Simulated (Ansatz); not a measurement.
## Response to strain in TiAl

Base system: TiAl (space group P4/mmm, No. 123; a = 2.7662 Å, c = 4.0021 Å; relaxed with 0.1 eV smearing). Axes: x, y, z lie along a, b, c of the conventional cell.

Strains are applied to the cell and any free atomic positions relax.

All numbers come from DFT with LDA, PAW potentials and a 420 eV plane-wave cutoff in Ansatz (an electronic-structure program), no spin-orbit coupling.

Candidates:
(a) uniaxial strain ε_xx = −2.50 %
(b) uniaxial strain ε_xx = −0.50 %
(c) uniaxial strain ε_xx = +2.00 %

Notes on the quantities. energy relative to the base: free energy F.

Q: Order them by energy relative to the base, highest first.

A: (a) uniaxial strain ε_xx = −2.50 % (+6.7 meV/atom), (c) uniaxial strain ε_xx = +2.00 % (+3.9 meV/atom), (b) uniaxial strain ε_xx = −0.50 % (+0.3 meV/atom)

Whether these cells are dynamically stable was not tested. The final runs are not spin-polarised.
